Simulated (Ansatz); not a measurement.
Model glasses of amorphous Al2O3, 72 to 75 atoms (Al28O42 before any change). Each row is one cell at a composition chosen by hand, melted whole on the CHGNet potential with the anions pushed apart under 1.9 Å, quenched within some picoseconds, far faster than a real film, and relaxed with PBE, scalar-relativistic without spin-orbit coupling (plane waves to 420 eV, PAW; Ansatz, a first-principles code). Each is the lower in DFT energy of 2 quenches. Cycles of charging and discharging were tried on the cells ahead of these points, and a cell that came back lower was taken. The column on the box says what of it was relaxed with the atoms; held means as the quench left it. Cells that kept moments or hold spare charge are left out, and those that charging annealed. So are cells far out in the fitted variable, so that no row sets the line alone.

From the neutral cell one electron is taken away, or one added, and the atoms relax (PBE, the zone centre alone, moment held at 1 μB, uniform background; no image-charge correction, which leaves W too low where the charge is localised). W = E(+1) + E(−1) − 2 E(0) is the cost of moving an electron from one such cell to another; the spacing parts the highest filled and lowest empty level of the neutral cell, which ran without spin polarisation.

Formal charges balance in every cell (each cation at its usual highest valence, Cu and Ag at +1, Sb at +3, H at +1, O at −2, N at −3, F and Cl at −1). R− and R+ are the energies that the atoms' relaxation gave back after the electron was added or removed.

| cell | change | box | spacing (eV) | R− (eV) | R+ (eV) | spacing − R− − R+ (eV) | W (eV) |
|---|---|---|---|---|---|---|---|
| Al28O43Li2 | +2 Li, +1 O | volume and shape | 3.07 | 0.02 | 0.52 | 2.53 | 2.96 |
| Al28O45Y2 | +3 O, +2 Y | volume and shape | 3.27 | 0.02 | 0.44 | 2.81 | 3.01 |
| Al28O43Ba | +1 Ba, +1 O | shape | 3.33 | 0.14 | 0.28 | 2.91 | 3.12 |
| Al28O44Ge | +1 Ge, +2 O | shape | 3.32 | 0.07 | 0.09 | 3.16 | withheld |
| Al28O43Sr | +1 O, +1 Sr | volume and shape | 3.44 | 0.01 | 0.12 | 3.31 | 3.63 |
| Al28O45Lu2 | +2 Lu, +3 O | shape | 3.56 | 0.02 | 0.11 | 3.43 | 3.55 |

Q: Fit a straight line of the last column on the one before it through the 5 full rows, and predict the withheld value for Al28O44Ge.

A: Means: x = 2.998, y = 3.254. Slope = Σ(Δx Δy) / Σ(Δx²) = 0.4404 / 0.5461 = 0.806; intercept = 3.254 − (0.806) × 2.998 = 0.838 eV; r.m.s. residual 0.087 eV. Prediction: 0.838 + (0.806) × 3.16 = 3.38 eV. The run gave 3.30 eV, a miss of 0.08 eV, within the residual.

Q: What would a slope of 1 with no intercept mean?

A: That adding and removing an electron at fixed atoms costs just the level spacing, as it does for levels spread over a large cell, so that W follows by bookkeeping. The fit has 0.806 and 0.838 eV; a departure holds the carrier's repulsion on its site, which raises W, and the uncorrected background, which lowers it.
